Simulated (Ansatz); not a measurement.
# What a tighter setting buys: vacuum between outermost atoms (Å), the (100) slab of Pd (cut from a parent of space group no. 225; 6 atoms in the cell)

```yaml
crystal:
  lattice:
    - [2.75056, 0.00000, 0.00000]
    - [-2.75056, 2.75056, 0.00000]
    - [0.00000, 0.00000, 25.79330]
  atoms:
    - { symbol: Pd, position: [0.00000, 0.00000, 0.38610] }
    - { symbol: Pd, position: [0.00000, 0.50000, 0.31016] }
    - { symbol: Pd, position: [0.00000, 0.00000, 0.53797] }
    - { symbol: Pd, position: [0.00000, 0.50000, 0.46203] }
    - { symbol: Pd, position: [0.00000, 0.00000, 0.68984] }
    - { symbol: Pd, position: [0.00000, 0.50000, 0.61390] }
```

Computed with PBEsol, default PAW files made with PBE (plane waves; Ansatz, a quantum-chemistry and plane-wave program).

Base settings: kpoints.mp_grid.grid = 9 9 1; hamiltonian.xc = pbesol; hamiltonian.pseudopotentials = {kind: paw} (the program's default PAW files); scf.occupations.method = methfessel_paxton; scf.occupations.width = 0.0073 Ry.

Misses are taken against the tightest run, 28.0, which need not be fully converged itself. The energy is the free energy per atom.

The count of work is k-points × plane waves × bands × iterations; it is no time, and leaves out set-up, grids and terms that scale otherwise. 

The starting cell comes from a database of computed structures (which also holds hypothetical and non-ambient phases and stackings), without a prior relaxation at this level. The slab is cut from that crystal, and its faces are unrelaxed. Its lattice was rescaled in the plane by a random factor within 2.5 % of one. Spin polarisation is off.

The runs (vacuum between outermost atoms (Å)): 3.0 | 4.0 | 5.0 | 6.0 | 8.0 | 10.0 | 12.0 | 15.0 | 16.0 | 18.0 | 22.0 | 28.0.

**Question.** Which is the coarsest setting among those run that, with all tighter ones, holds the energy within 2 meV/atom of the reference, and what does it save?

**Answer.** 6.0, off by 0.30 meV/atom; it needs 0.42 of the reference's count of work.

**Question.** What does the step from 3.0 to 16.0 buy?

**Answer.** It takes the miss in the energy from 130 to 0.00 meV/atom, for 2.2 times the count of work.

```tsv
vacuum between outermost atoms (Å)	energy less reference (meV/atom)	largest difference in the force on any atom (eV/Å)	count of work / reference
3.0	-133.17	1.015	0.28
4.0	-30.11	0.311	0.33
5.0	-3.76	0.048	0.43
6.0	-0.30	0.006	0.42
8.0	0.02	0.001	0.47
10.0	0.01	0.000	0.48
12.0	0.00	0.000	0.52
15.0	0.00	0.000	0.66
16.0	0.00	0.000	0.62
18.0	0.00	0.000	0.67
22.0	0.00	0.000	0.84
28.0	0.00	0.000	1.0
```

Keys are those of Ansatz 0.2.
